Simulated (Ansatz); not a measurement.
Consider Pt in the fcc (Cu type) structure (space group Fm-3m, No. 225; a = 3.9415 Å; relaxed with 0.1 eV smearing). Axes: x, y, z lie along the cube axes.

Structures relaxed with DFT with r2SCAN, PAW potentials and a 500 eV plane-wave cutoff in Ansatz (a program for electronic structure), no spin-orbit coupling, earlier PAW set.

Base:

Simulated powder pattern, Cu Kα1, λ = 1.54056 Å (kinematic, ideal powder, no thermal factors, no anomalous dispersion; the 14 strongest lines at most, above 2 %, up to 2θ = 90°):

| 2θ (°) | I/Imax (%) | hkl |
|---|---|---|
| 39.57 | 100 | (111) |
| 46.02 | 49 | (200) |
| 67.11 | 33 | (220) |
| 80.81 | 40 | (311) |
| 85.22 | 12 | (222) |

It is then changed as follows: compressive biaxial strain of 2.39 % in the plane normal to [111], as in epitaxy on a mismatched substrate; the out-of-plane cell vector and the atoms relax.

After the change:

Simulated powder pattern, Cu Kα1, λ = 1.54056 Å (kinematic, ideal powder, no thermal factors, no anomalous dispersion; the 14 strongest lines at most, above 2 %, up to 2θ = 90°):

```tsv
2θ (°)	I/Imax (%)	hkl
38.35	38	(111)
40.34	100	(1 1 -1)
46.35	68	(200)
66.26	24	(220)
68.98	21	(2 0 -2)
79.23	15	(311)
81.79	27	(3 1 -1)
82.13	4.5	(222)
83.06	13	(1 1 -3)
87.19	12	(2 2 -2)
```

The indices refer to the base's conventional cell; one index is shown for lines that coincide. The space group is now R-3m (No. 166).

Whether these cells are dynamically stable was not tested. All final runs are without spin polarisation.
